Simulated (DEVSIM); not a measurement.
System: illuminated Si p-on-n cell, one wavelength, with a back-surface field, at 350 K.

Layer 1 from the left is Si, thickness (μm) 0.440, Na (cm⁻³) 1.4e19, τn (s) 3.1e-8, τp (s) 6.1e-8, absorption coefficient (cm⁻¹) 13000. Layer 2 from the left is Si, thickness (μm) 160, Nd (cm⁻³) 1.2e15, τn (s) 1.1e-7, τp (s) 1.1e-7, absorption coefficient (cm⁻¹) 13000. Layer 3 from the left is Si, thickness (μm) 1.60, Nd (cm⁻³) 1.2e18, τn (s) 1.1e-7, τp (s) 1.1e-7, absorption coefficient (cm⁻¹) 13000.

Left contact: ohmic, minority electron recombination velocity 1e6 cm/s. Right contact: ohmic, minority hole recombination velocity 200 cm/s. Voltage is applied to the left contact. Recombination: SRH at mid-gap, radiative, Auger. Light enters at the left, 2.4e17 photons cm⁻² s⁻¹, one pass, no reflection. Mobility is μmin + (μ − μmin)/(1 + (N/Nref)^α).

The device is made up for the run: typed textbook-type constants, with dimensions and the other settings drawn at random. Values at 300 K; Nc and Nv go as T^1.5, mobilities as T to minus their exponent, the gap by Varshni's rule with the affinity fixed.

Si: gap (eV) 1.124, affinity (eV) 4.05, permittivity 11.7, Nc (cm⁻³) 2.86e19, Nv (cm⁻³) 3.1e19, μn (cm²/Vs) 1417, μp (cm²/Vs) 470, μn,min 52, μp,min 45, Nref,n 9.7e16, Nref,p 2.2e17, αn 0.68, αp 0.72, T exponent of μn 2.3, T exponent of μp 2.2, B (cm³/s) 4.7e-15, Cn (cm⁶/s) 2.8e-31, Cp (cm⁶/s) 9.9e-32, Varshni α (eV/K) 0.000473, Varshni β (K) 636.

Model (solved in DEVSIM): 1D drift-diffusion, Boltzmann statistics, complete ionisation; no tunnelling, impact ionisation, image-force lowering or self-heating.

Dark forward current:

| |V| (V) | |J| (A/cm²) |
|---|---|
| 0.05 | 5.517e-6 |
| 0.10 | 2.063e-5 |
| 0.15 | 6.961e-5 |
| 0.20 | 0.0002528 |
| 0.25 | 0.001025 |
| 0.30 | 0.004542 |
| 0.35 | 0.02066 |
| 0.40 | 0.08416 |
| 0.45 | 0.2531 |
| 0.50 | 0.5430 |
| 0.55 | 0.9252 |
| 0.60 | 1.374 |
| 0.65 | 1.873 |
| 0.70 | 2.413 |
| 0.75 | 2.989 |
| 0.80 | 3.598 |
| 0.85 | 4.237 |
| 0.90 | 4.905 |
| 0.95 | 5.602 |
| 1.00 | 6.327 |
| 1.05 | 7.081 |
| 1.10 | 7.864 |
| 1.15 | 8.677 |
| 1.20 | 9.522 |
| 1.25 | 10.40 |
| 1.30 | 11.31 |

Task: Work out the local ideality factor n = ΔV / (kT/q · ln(J2/J1)) between the rows 0.15 and 0.20 V, 0.30 and 0.35 V, 1.25 and 1.30 V.

Result: kT/q = 30.16 mV. From 0.15 to 0.20 V: ln(0.0002528/6.961e-5) = 1.290, n = 1.29. From 0.30 to 0.35 V: ln(0.02066/0.004542) = 1.515, n = 1.09, near the 1 of diffusion or emission over a barrier. From 1.25 to 1.30 V: ln(11.31/10.40) = 0.084, n = 19.76.

Task: What current could the absorbed light give at most, and what share is collected?

Result: Σ αd = 211, so qΦ(1 − exp(−Σ αd)) = 38.5 mA/cm². The simulated short-circuit current is 29.22 mA/cm², a share of 0.76.

Task: Estimate the open-circuit voltage by superposition: the voltage at which the dark current equals that short-circuit current.

Result: Interpolating ln J in the table gives 0.362 V. The simulation gives 0.359 V; the estimate lies 3 mV above. Superposition holds where collection doesn't change with voltage.

Task: Estimate the fill factor from FF0 = (v − ln(v + 0.72))/(v + 1), v = qVoc/(nkT), with n from the dark curve.

Result: The rows about Voc, 0.35 and 0.40 V, give n = 1.18, so v = 10.1 and FF0 = 0.695. The simulation gives 0.703; the estimate lies 1.1 % below.
